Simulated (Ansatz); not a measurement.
**Hypothetical P-6m2 Ti2InB2: pressure series**

The parent structure is Ti$_{2}$InB$_{2}$ (space group P-6m2, No. 187; a hypothetical phase, not in the database extracts checked).

```yaml
crystal:
  lattice:
    - [3.08206, 0.00000, 0.00000]
    - [-1.54103, 2.66914, 0.00000]
    - [0.00000, 0.00000, 7.93614]
  atoms:
    - { symbol: Ti, position: [0.33333, 0.66667, 0.69304] }
    - { symbol: Ti, position: [0.33333, 0.66667, 0.30696] }
    - { symbol: In, position: [0.00000, 0.00000, 0.00000] }
    - { symbol: B, position: [0.00000, 0.00000, 0.50000] }
    - { symbol: B, position: [0.66667, 0.33333, 0.50000] }
```

Cell and atoms are relaxed at each pressure.

The values are results of Kohn–Sham DFT with the PBE functional, run in Ansatz (an electronic-structure program) with PAW and 420 eV plane waves, no SOC, not measurements.

Notes on the quantities. enthalpy: H = E + PV relative to the base's energy.

```csv
variant,enthalpy,density,shortest interatomic distance
base,–,5.91 g/cm³,1.779 Å
pressure −2 GPa,-0.16 eV/atom,5.82 g/cm³,1.787 Å
pressure −1 GPa,-0.08 eV/atom,5.86 g/cm³,1.783 Å
pressure 0.3 GPa,+0.02 eV/atom,5.92 g/cm³,1.778 Å
pressure 0.7 GPa,+0.06 eV/atom,5.93 g/cm³,1.777 Å
pressure 1.5 GPa,+0.12 eV/atom,5.97 g/cm³,1.774 Å
pressure 3 GPa,+0.24 eV/atom,6.02 g/cm³,1.769 Å
pressure 5 GPa,+0.40 eV/atom,6.10 g/cm³,1.763 Å
pressure 7.5 GPa,+0.60 eV/atom,6.19 g/cm³,1.755 Å
pressure 10 GPa,+0.79 eV/atom,6.27 g/cm³,1.748 Å
```

Load acts through the strain it causes; cell and atoms are relaxed under it. Stability against distortions was not tested. Competing high-pressure phases were not computed. The final runs are not spin-polarised. An odd electron count without spin: Ti2InB2.
